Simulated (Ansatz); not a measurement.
Reference: ZnSe (F-43m), HSE06, rigid bands (plane waves, PAW, scalar-relativistic; Ansatz, an electronic-structure program); geometry: cell and atoms relaxed with PBEsol.

Space group F-43m (No. 216); a = b = c = 5.633 Å, α = β = γ = 90.00°

```tsv
atom	site	symmetry	x	y	z
Zn	4a	-43m	0.0000	0.0000	0.0000
Se	4c	-43m	0.2500	0.2500	0.2500
```
(The calculation used a cell of 2 atoms; values per cell refer to that cell.)

The band gap is 2.50 eV. The electron conductivity mass is 0.143 mₑ and the Seebeck coefficient, n-type 1e19 cm⁻³ is -86 μV/K.

Problem. Replace Se by S on the same sites and relax. What happens?

Solution. ZnS (F-43m): volume per atom 22.3 to 19.2 Å³; band gap rises (2.50 eV to 3.46 eV); electron conductivity mass rises (0.143 mₑ to 0.21 mₑ); Seebeck coefficient, n-type 1e19 cm⁻³ rises in size (-86 μV/K to -119 μV/K).

Problem. Replace Zn by Be on the same sites and relax. What happens?

Solution. BeSe (F-43m): volume per atom 22.3 to 16.9 Å³; band gap rises (2.50 eV to 3.45 eV); electron conductivity mass rises (0.143 mₑ to 0.34 mₑ); Seebeck coefficient, n-type 1e19 cm⁻³ rises in size (-86 μV/K to -268 μV/K).

Moves up to 5 % count as about the same. Masses are for dilute carriers at 300 K, harmonic means over directions unless an axis is named. Seebeck coefficients are for the stated density at 300 K, with one relaxation time for all states and whether or not that doping can be reached. Spin-orbit coupling is left out.
